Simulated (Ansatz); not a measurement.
Start from Cu in the fcc (Cu type) structure (space group Fm-3m, No. 225; relaxed with 0.1 eV smearing).

```
Cu
1.0
    0.00000     1.75918     1.75918
    1.75918     0.00000     1.75918
    1.75918     1.75918     0.00000
Cu
1
Cartesian
  0.00000   0.00000   0.00000
```

The values are results of LDA, PAW, 420 eV (Ansatz, a quantum-chemistry and plane-wave program; spin-orbit coupling left out), not measurements.

For the base:

- Pressure = 0.0 GPa

It is then changed as follows: an isotropic linear strain of +2.50 %; the atoms relax in the strained cell.

### Question
What does the calculation give for the pressure after the change?

### Answer
The pressure goes from zero to -11.6 GPa.

### Question
What happens to the energy relative to the base?

### Answer
The energy increases by 33 meV/atom.

No phonon test of stability was made. All final runs are without spin polarisation.
